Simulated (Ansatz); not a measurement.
Consider a 20-atom supercell of Sb in the A7 type structure (space group R-3m, No. 166; a = 4.268 Å, c = 10.718 Å (hexagonal axes)) at its relaxed geometry.

Calculations: PBEsol-D3(BJ) (Ansatz, a first-principles code, PAW, scalar-relativistic without spin-orbit coupling).

Before the change:

- Pressure: 0.0 GPa

The change: one Sb atom is added in an open site, starting 2.39 Å from the nearest host atom, atoms relaxed at fixed cell, starting from a slightly rattled geometry.

**Question.** How does this affect the final site of the added atom, largest displacement of a host atom from its site in the perfect cell and pressure?

**Answer.** The final site of the added atom comes out as 8 Sb at 2.75–3.36 Å; the largest displacement of a host atom from its site in the perfect cell is 0.78 Å; the pressure goes from zero to 3.4 GPa.

In so small a cell the defect repeats every few ångströms: this is an ordered compound, not a dilute defect. The defect cell is not spin-polarised.
